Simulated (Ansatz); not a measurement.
Candidates (primitive cells; geometry: cell and atoms relaxed with PBEsol):
A. BaO (Fm-3m), a = b = c = 3.8820 Å, α = β = γ = 60.00°
B. LiH (Fm-3m), a = 2.8142 Å, b = 2.8142 Å, c = 2.8142 Å, α = 60.00°, β = 60.00°, γ = 60.00°
C. AgBr (Fm-3m), a = 4.012 Å, b = 4.012 Å, c = 4.012 Å, α = 60.00°, β = 60.00°, γ = 60.00°
D. LiF (Fm-3m), a = b = c = 2.834 Å, α = β = γ = 60.00°
E. NaCl (Fm-3m), a = 3.9612 Å, b = 3.9612 Å, c = 3.9612 Å, α = 60.00°, β = 60.00°, γ = 60.00°

Question: Rank these by electron conductivity mass (lowest first), as PBEsol, rigid bands (Ansatz, a quantum-chemistry and plane-wave program) gives it.

Answer: C (0.188 mₑ), B (0.28 mₑ), E (0.40 mₑ), A (0.50 mₑ), D (0.90 mₑ)

Masses are for dilute carriers at 300 K, harmonic means over directions unless an axis is named. Spin-orbit coupling is left out.
